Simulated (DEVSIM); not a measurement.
System: Co/SiO2/p-Ge capacitor, at 300 K.

```
layer (left to right)  material  thickness (nm)  Na (cm⁻³)
---------------------  --------  --------------  ---------
1                          SiO2            9.50          -
2                            Ge             540     1.2e18
```

Metal gate on the left, work function 5 eV. Fixed charge at the semiconductor interface 0 cm⁻² (in units of +e); no interface traps.

The device is made up for the run: typed textbook-type constants, with dimensions and the other settings drawn at random. Values at 300 K; Nc and Nv go as T^1.5, mobilities as T to minus their exponent, the gap by Varshni's rule with the affinity fixed.

```
parameter         SiO2        Ge
----------------  ----  --------
gap (eV)             9     0.664
affinity (eV)      0.9         4
permittivity       3.9        16
Nc (cm⁻³)            -   1.04e19
Nv (cm⁻³)            -      6e18
Varshni α (eV/K)     -  0.000477
Varshni β (K)        -       235
```

DEVSIM, 1D Poisson equation in equilibrium, Boltzmann statistics, complete ionisation; no quantum confinement or tunnelling. Metal contacts follow the ideal Schottky-Mott rule: no Fermi-level pinning, no interface dipoles.

The temperature was swept, all else fixed.

| temperature (K) | flat-band voltage (V) | minimum of the low-frequency capacitance (μF/cm²) |
|---|---|---|
| 250 | 0.35 | 0.218 |
| 300 | 0.38 | 0.221 |
| 350 | 0.41 | 0.230 |
| 400 | 0.45 | 0.236 |
| 450 | 0.48 | 0.246 |
| 500 | 0.52 | 0.257 |

From the first row to the last the flat-band voltage goes from 0.35 to 0.52. From the first row to the last the minimum of the low-frequency capacitance goes from 0.218 to 0.257.
